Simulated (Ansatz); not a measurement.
Worked example: self-consistent single point of ZnCo2O4 (I4_1/amd, 14 atoms in the cell) in Ansatz (a quantum-chemistry and plane-wave program)

Method of the run: LDA (PW92), default PAW files made with PBE (plane waves; Ansatz).

Input as run:

Ansatz 0.2 input:
```yaml
crystal:
  lattice:
    - [-2.789204, 2.789204, 3.951746]
    - [2.789204, -2.789204, 3.951746]
    - [2.789204, 2.789204, -3.951746]
  atoms:
    - { symbol: Zn, position: [0.750000, 0.250000, 0.500000] }
    - { symbol: Zn, position: [0.000000, 0.000000, 0.000000] }
    - { symbol: Co, position: [0.375000, 0.125000, 0.750000] }
    - { symbol: Co, position: [0.875000, 0.625000, 0.250000] }
    - { symbol: Co, position: [0.375000, 0.625000, 0.250000] }
    - { symbol: Co, position: [0.375000, 0.625000, 0.750000] }
    - { symbol: O, position: [0.139220, 0.861250, 0.722030] }
    - { symbol: O, position: [0.611250, 0.389220, 0.222030] }
    - { symbol: O, position: [0.139220, 0.417190, 0.277970] }
    - { symbol: O, position: [0.167190, 0.389220, 0.777970] }
    - { symbol: O, position: [0.610780, 0.832810, 0.222030] }
    - { symbol: O, position: [0.138750, 0.860780, 0.277970] }
    - { symbol: O, position: [0.610780, 0.388750, 0.777970] }
    - { symbol: O, position: [0.582810, 0.860780, 0.722030] }
kpoints:
  mp_grid: { grid: [7, 7, 7] }
hamiltonian:
  xc: lda
  pseudopotentials: { kind: paw }
scf:
  occupations: { method: methfessel_paxton, width: 0.02 Ry }
output:
  forces: true
  eigenvalues: true
  stress: true
```

Output (repeated stretches shortened):

```
WARN basis.ecutwfc = 420 eV, the default
WARN ansatz: RAYON_NUM_THREADS=1 ignored (pool sized by the plan → 1); use --threads N
Pseudopotentials: kind: paw
Pseudopotential: Zn, paw, valence charge 12
Pseudopotential: Co, paw, valence charge 17
Pseudopotential: O, paw, valence charge 6
Crystal: 14 atoms, lattice volume = 122.973 Å³
Basis set: ecut = 420 eV, 2421 PW (Γ)
Bands: 84, of which v1, the nominal top of the filled ones, is band 70 counted from 1 (69 counted from 0)
Symmetry: 16 space group operations
Space group: I41/amd (ITA 141), of the structure as read, at distance tolerance 5.0e-5 Å
k-points: 40 of 343
PAW frozen core: Zn, regenerated for the run's functional, and the local potential with it
PAW frozen core: Co, regenerated for the run's functional, and the local potential with it
PAW frozen core: O, regenerated for the run's functional, and the local potential with it
Initial density: superposition of atomic densities (neutral atoms: chi_scale 0, normalization atom), corrected by the library's trained network
Initial wavefunctions: pseudopotential atomic-orbital guess
Eigensolver: davidson
Functional: x = slater, c = lda
SCF iter   1: F=—  HF=-31183.796485 eV  |F-HF|=—  |Δ(HF+E_count)|=         —  Δρ=2.28e-2  dr2=4.80e-1  ethr=1.77e-3  ⟨swp⟩=5.3  Hψ=11970  notcnv=0
all-band conjugate gradients solve this SCF's bands
preconditioner: auto → Resta (q_TF=auto, 2.788 Å⁻¹)
SCF iter   2: F=—  HF=-31183.668793 eV  |F-HF|=—  |Δ(HF+E_count)|=   1.28e-1  S|Δr|=    0.00e0  Δρ=1.14e-2  dr2=7.62e-2  ethr=3.43e-4  ⟨swp⟩=2.1  Hψ=5287  notcnv=0
SCF iter   3: F=—  HF=-31183.663429 eV  |F-HF|=—  |Δ(HF+E_count)|=   5.36e-3  S|Δr|=    0.00e0  Δρ=6.57e-3  dr2=4.10e-2  ethr=5.45e-5  ⟨swp⟩=2.0  Hψ=6359  notcnv=0
SCF iter   4: F=—  HF=-31183.656034 eV  |F-HF|=—  |Δ(HF+E_count)|=   7.40e-3  S|Δr|=    0.00e0  Δρ=2.65e-3  dr2=3.97e-3  ethr=2.93e-5  ⟨swp⟩=2.0  Hψ=3823  notcnv=0
SCF iter   5: F=—  HF=-31183.655336 eV  |F-HF|=—  |Δ(HF+E_count)|=   6.98e-4  S|Δr|=    0.00e0  Δρ=5.37e-4  dr2=2.13e-4  ethr=2.84e-6  ⟨swp⟩=2.2  Hψ=5506  notcnv=0
SCF iter   6: F=—  HF=-31183.655260 eV  |F-HF|=—  |Δ(HF+E_count)|=   7.59e-5  S|Δr|=    0.00e0  Δρ=2.87e-4  dr2=7.10e-5  ethr=1.52e-7  ⟨swp⟩=2.0  Hψ=4601  notcnv=0
SCF iter   7: F=—  HF=-31183.655267 eV  |F-HF|=—  |Δ(HF+E_count)|=   6.83e-6  S|Δr|=    0.00e0  Δρ=1.36e-4  dr2=1.29e-5  ethr=5.07e-8  ⟨swp⟩=2.0  Hψ=4871  notcnv=0
SCF iter   8: F=—  HF=-31183.655265 eV  |F-HF|=—  |Δ(HF+E_count)|=   1.58e-6  S|Δr|=    0.00e0  Δρ=4.58e-5  dr2=1.89e-6  ethr=9.23e-9  ⟨swp⟩=3.0  Hψ=6038  notcnv=0
SCF iter   9: F=—  HF=-31183.655265 eV  |F-HF|=—  |Δ(HF+E_count)|=   1.15e-7  S|Δr|=    0.00e0  Δρ=3.59e-5  dr2=1.19e-6  ethr=1.35e-9  ⟨swp⟩=1.0  Hψ=3241  notcnv=0
SCF iter  10: F=-31183.655265 eV  HF=-31183.655265 eV  |F-HF|=2.62e-8  |Δ(HF+E_count)|=   1.37e-7  S|Δr|=    0.00e0  Δρ=5.86e-6  dr2=2.08e-8  ethr=7.14e-11  ⟨swp⟩=9.0  Hψ=14143  notcnv=0
SCF 1 converged in 10 iterations: F = -31183.655265 eV  dr2 = 2.08e-8
SCF converged after 10 iterations
Stability not checked (fill_not_monotonic)
Free energy (F): -31183.655265 eV
Harris-Foulkes:  -31183.655265 eV  (|F-HF|=2.62e-8)
Internal energy: -31183.671987 eV  (E = F + TS)
E sigma→0 (E₀):  -31183.659445 eV
Entropy (-TS):   0.016722 eV (1.194 meV/atom)
Fermi energy:    13.206836 eV
Step filling:    the computed levels leave a gap of 0.7249 eV = 2.7 smearing widths
--- Per-component energies (eV) ---
  E_band       = -1088.930279
  E_kinetic    = 3478.601304
  E_local      = -19816.607240  (includes V_loc(G=0)·N_el)
  E_nonlocal   = 3482.275327
  E_hartree    = 8236.113983
  E_xc         = -1481.686056
  E_vxc        = -1671.771263  (∫ρ·V_xc dr)
  E_paw        = -10494.763625  (= ΣΔE_a)
  E_vpaw       = -3033.688795  (= ΣTr[D̂ρ^β])
  E_aug_tail   = 0.018442  (compensation charges beyond the density's cutoff)
  E_ewald      = -14593.186778
  E_core_change = 5.562657  (= ΣΔE_core)
  E_smearing   = 0.016722  (= −TS)
  E_closure    = -0.000000  (closes the sum)
  Σ components = -31183.655265   (vs F -31183.655265, Δ=0.00e0)
--- Forces (eV/Å), atoms counted from 1 ---
  atom   1  Zn    -0.00000000     0.00000000     0.00000000
  atom   2  Zn     0.00000000    -0.00000000     0.00000000
  atom   3  Co     0.00000000    -0.00000000     0.00000000
  atom   4  Co     0.00000000     0.00000000    -0.00000000
  atom   5  Co     0.00000000    -0.00000000     0.00000000
  atom   6  Co     0.00000000    -0.00000000    -0.00000000
  atom   7  O     -0.05578400    -0.00000000     0.04994324
  atom   8  O      0.00000000    -0.05578400     0.04994324
  atom   9  O      0.05578400     0.00000000     0.04994324
  atom  10  O      0.00000000     0.05578400     0.04994324
  atom  11  O     -0.05578400     0.00000000    -0.04994324
  atom  12  O      0.00000000     0.05578400    -0.04994324
  atom  13  O      0.05578400     0.00000000    -0.04994324
  atom  14  O     -0.00000000    -0.05578400    -0.04994324
  max |Σ_I F_I| component: 2.08e-17 eV/Å
--- Stress (GPa, compression-positive) ---
        5.439299       0.000000       0.000000
        0.000000       5.439299      -0.000000
        0.000000       0.000000       5.056033
  P = ⅓ Tr σ = 5.3115 GPa (53.115 kbar)
  The stress holds the Pulay correction. Without it, at fixed plane waves, as pw.x and ABINIT print it: P = 4.0028 GPa
--- Band table (eV; the first three rows and the last of 40) ---
  k-point 0: bands = ["-81.7098", "-81.7003", "-81.7003", "-81.7003", "-45.5696", "-45.4847", "-45.4843", "-45.4843", "-45.3831", "-45.3817", "-45.3771", "-45.3771", "-45.3760", "-45.3518", "-45.3505", "-45.3505", "-8.3659", "-6.6313", "-6.2958", [...]
  k-point 1: bands = ["-81.7093", "-81.7008", "-81.7003", "-81.7003", "-45.5650", "-45.4879", "-45.4835", "-45.4832", "-45.3830", "-45.3804", "-45.3780", "-45.3770", "-45.3759", "-45.3530", "-45.3521", "-45.3518", "-8.2753", "-6.6971", "-6.3299", [...]
  k-point 2: bands = ["-81.7080", "-81.7021", "-81.7003", "-81.7003", "-45.5523", "-45.4985", "-45.4809", "-45.4806", "-45.3831", "-45.3801", "-45.3766", "-45.3761", "-45.3758", "-45.3565", "-45.3558", "-45.3548", "-8.0205", "-6.9070", "-6.3990", [...]
  k-point 39: bands = ["-81.7053", "-81.7048", "-81.7003", "-81.7003", "-45.5270", "-45.5223", "-45.4783", "-45.4780", "-45.3829", "-45.3813", "-45.3778", "-45.3746", "-45.3682", "-45.3663", "-45.3583", "-45.3562", "-7.4746", "-7.4139", "-6.5811", [...]
```

The run converged in 10 iterations.

The starting cell comes from a database of computed structures (which also holds hypothetical and non-ambient phases and stackings), without a prior relaxation at this level. Its lattice was rescaled by a random factor within 2.5 % of one. Spin polarisation is off, so a magnetic state, if there is one, cannot be reached. With a pressure of about 5 GPa the cell is away from its equilibrium volume at this level. Ansatz's pressure includes its estimate of the finite-basis (Pulay) stress. Without the estimate this run gives 4.00 GPa.
